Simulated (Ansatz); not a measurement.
Abridged Ansatz (a quantum-chemistry and plane-wave program) output:

```
Pseudopotential: Sb, paw, valence charge 15
Crystal: 1 atoms, lattice volume = 26.210 Å³
Basis set: ecut = 420 eV, 531 PW (Γ), exchange–correlation on 48×48×48 points (8 copies of the dense FFT grid, shifted against one another)
Bands: 12, of which v1, the nominal top of the filled ones, is band 8 counted from 1 (7 counted from 0)
Symmetry: 48 space group operations
k-points: 165 of 4913
Functional: x = pbesol(κ = 0.804, μ = 0.12345679012345678), c = pbesol(β = 0.046)
SCF iter   1: F=—  HF=-6407.818784 eV  |F-HF|=—  |Δ(HF+E_count)|=         —  Δρ=2.48e-3  dr2=7.88e-4  ethr=1.77e-3  ⟨swp⟩=5.9  Hψ=11834  notcnv=0
SCF iter   2: F=—  HF=-6407.817859 eV  |F-HF|=—  |Δ(HF+E_count)|=   9.25e-4  Δρ=1.51e-3  dr2=3.75e-4  ethr=5.26e-6  ⟨swp⟩=2.1  Hψ=3730  notcnv=0  defer=1
SCF 1 converged in 7 iterations: F = -6407.817716 eV  dr2 = 1.26e-11
SCF converged after 7 iterations
Free energy (F): -6407.817716 eV
Internal energy: -6407.810769 eV  (E = F + TS)
E sigma→0 (E₀):  -6407.814242 eV
Entropy (-TS):   -0.006947 eV (-6.947 meV/atom)
Fermi energy:    12.007505 eV
--- Forces (eV/Å), atoms counted from 1 ---
  atom   1  Sb    -0.00000000    -0.00000000     0.00000000
--- Stress (GPa, compression-positive) ---
       -0.000271      -0.000000       0.000000
       -0.000000      -0.000271       0.000000
       -0.000000       0.000000      -0.000271
  P = ⅓ Tr σ = -0.0003 GPa (-0.003 kbar)
```

What was computed, and what are the main results?

Sb, 1 atom in the cell, with DFT with PBEsol, PAW potentials and a 420 eV plane-wave cutoff in Ansatz, spin-orbit coupling left out. The last SCF converged to F = -6407.817716 eV, or -6407.8177 eV per atom, at a pressure of 0.00 GPa. The total energy compares only with runs of the same code, potentials and settings.

Stability against distortions was not tested. The cell was made from W by this change: W → Sb; the result is a model cell. This is not the structure that Sb has at room temperature and ambient pressure.
